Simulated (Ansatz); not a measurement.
Worked example: self-consistent single point of WSi₂ (I4/mmm, 3 atoms in the cell) in Ansatz (a first-principles code).

Method: PBE, PAW files (plane waves; Ansatz).

```
WSi2
1.0
   -1.59328     1.59328     3.88642
    1.59328    -1.59328     3.88642
    1.59328     1.59328    -3.88642
Si W
2 1
Direct
  0.66500   0.66500   0.00000
  0.33500   0.33500   0.00000
  0.00000   0.00000   0.00000
```

Reference input (self-consistent single point, DFT, PBE, plane waves, PAW files): basis.ecutwfc = 30.9 Ry; kpoints.mp_grid.grid = 14 14 14; hamiltonian.xc = pbe; hamiltonian.pseudopotentials = {kind: paw} (an earlier, softer set of the program's PAW files); scf.occupations.method = cold; scf.occupations.width = 0.0147 Ry. This run's input differs from it in these lines:

Ansatz 0.2 input:
```diff
@@ -12,3 +12,3 @@
 kpoints:
-  mp_grid: { grid: [14, 14, 14] }
+  mp_grid: { grid: [12, 12, 12] }
 hamiltonian:
```

Output (repeated stretches shortened):

```
SCF iter   1: F=—  HF=-11658.815892 eV  |F-HF|=—  |Δ(HF+E_count)|=         —  Δρ=5.03e-2  dr2=9.99e-1  ethr=3.10e-3  ⟨swp⟩=5.3  Hψ=14235  notcnv=0
all-band conjugate gradients solve this SCF's bands
preconditioner: auto → Kerker (q_TF=auto, 2.475 Å⁻¹)
SCF iter   2: F=—  HF=-11658.579852 eV  |F-HF|=—  |Δ(HF+E_count)|=   2.36e-1  S|Δr|=    0.00e0  Δρ=2.69e-2  dr2=2.17e-1  ethr=3.10e-3  ⟨swp⟩=2.2  Hψ=4528  notcnv=0
SCF iter   3: F=—  HF=-11658.515189 eV  |F-HF|=—  |Δ(HF+E_count)|=   6.47e-2  S|Δr|=    0.00e0  Δρ=6.92e-3  dr2=1.48e-2  ethr=9.86e-4  ⟨swp⟩=2.7  Hψ=4353  notcnv=0  defer=1
SCF iter   4: F=—  HF=-11658.510923 eV  |F-HF|=—  |Δ(HF+E_count)|=   4.27e-3  S|Δr|=    0.00e0  Δρ=5.38e-4  dr2=6.45e-5  ethr=6.71e-5  ⟨swp⟩=2.6  Hψ=3788  notcnv=0  defer=1
SCF iter   5: F=—  HF=-11658.510923 eV  |F-HF|=—  |Δ(HF+E_count)|=   7.41e-7  S|Δr|=    0.00e0  Δρ=7.09e-5  dr2=1.56e-6  ethr=2.93e-7  ⟨swp⟩=2.2  Hψ=3768  notcnv=0  defer=3
SCF iter   6: F=-11658.510923 eV  HF=-11658.510923 eV  |F-HF|=7.00e-9  |Δ(HF+E_count)|=   1.28e-7  S|Δr|=    0.00e0  Δρ=1.44e-5  dr2=7.02e-8  ethr=4.55e-10  ⟨swp⟩=6.7  Hψ=12303  notcnv=0
SCF 1 converged in 6 iterations: F = -11658.510923 eV  dr2 = 7.02e-8
Stability not checked (fill_not_monotonic)
Free energy (F): -11658.510923 eV
Internal energy: -11658.514361 eV  (E = F + TS)
E sigma→0 (E₀):  -11658.512069 eV
Entropy (-TS):   0.003438 eV (1.146 meV/atom)
Fermi energy:    17.106805 eV
--- Forces (eV/Å), atoms counted from 1 ---
  atom   1  Si     0.00000000    -0.00000000     0.19538116
  atom   2  Si    -0.00000000    -0.00000000    -0.19538116
  atom   3  W      0.00000000     0.00000000     0.00000000
--- Stress (GPa, compression-positive) ---
        9.101224      -0.000000       0.000000
       -0.000000       9.101224      -0.000000
       -0.000000      -0.000000       9.976567
  P = ⅓ Tr σ = 9.3930 GPa (93.930 kbar)
  The stress holds the Pulay correction. Without it, at fixed plane waves, as pw.x and ABINIT print it: P = 9.3494 GPa
```

The run converged in 6 iterations. Against the reference run the free energy hardly moves (within 1 meV/atom), the pressure hardly changes (9.40 to 9.39 GPa) and the largest force goes from 0.185 to 0.195 eV/Å.

The starting cell has typed, rounded lattice constants, without a prior relaxation at this level. Its lattice was rescaled by a random factor within 2.5 % of one. Spin polarisation is off. Ansatz's pressure includes its estimate of the finite-basis (Pulay) stress.
